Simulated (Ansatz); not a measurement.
Functionals compared on the (100) surface of rock-salt TiN, W on all Ti sites of the top plane (bottom of the slab: a bare face, its two planes held), in Ansatz (plane waves, PAW). The structure was relaxed with PBE; the other rows are single points on it. Cutoff 420 eV (500 eV for r2SCAN).

Set-up: 12 atoms, 10.6 Å thick at the start with caps and adatoms (thin: gaps and levels are the slab's own); mesh 12x12x1; 0.1 eV smearing; dipole correction on; 4 atoms held, the rest relaxed; start symmetry kept, larger cells not searched; no spin, no spin-orbit, no U. In PBE it is, or lies within 0.01 eV a 1x1 cell of, the lowest of the 2 structures of its composition computed so far; subsurface sites and larger cells were not tried. These notes are the PBE run's.

```json
[
 {"functional": "PBE", "work function of the top face (eV)": "3.57", "rough cost of the single point": "–"},
 {"functional": "r2SCAN", "work function of the top face (eV)": "?", "rough cost of the single point": "around 50 core-seconds (rough)"}
]
```

**Question.** Fill in the missing entries.

**Answer.** 
- r2SCAN, work function of the top face (eV): 3.50

Ansatz is a first-principles code.
